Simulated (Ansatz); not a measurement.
## KBr in the rock salt structure (space group Fm-3m, No. 225)

Space group Fm-3m (No. 225); a = b = c = 6.7055 Å, α = β = γ = 90.00°

| atom | site | symmetry | x | y | z |
|---|---|---|---|---|---|
| K | 4a | m-3m | 0.0000 | 0.0000 | 0.0000 |
| Br | 4b | m-3m | 0.5000 | 0.5000 | 0.5000 |
(The calculation used a cell of 2 atoms; values per cell refer to that cell.)

Calculations: plane-wave PAW DFT at the PBE level (Ansatz, a program for electronic structure, 420 eV), spin-orbit coupling left out. Γ-centred 9×9×9 mesh, Fermi–Dirac width 0.05 eV.

```json
{
 "volume_per_atom": "37.69 Å³",
 "density": "2.62 g/cm³",
 "band_gap": "4.31 eV, direct at Γ",
 "electron_mass": "0.39 mₑ",
 "Lowest conduction-band minima above the VBM": "Γ 4.31 eV",
 "total_energy": "-2162.252 eV/atom (σ→0; compares only within this code and set-up)"
}
```

Effective masses come from finite differences of ±0.01 Å⁻¹. Stability against distortions was not tested.
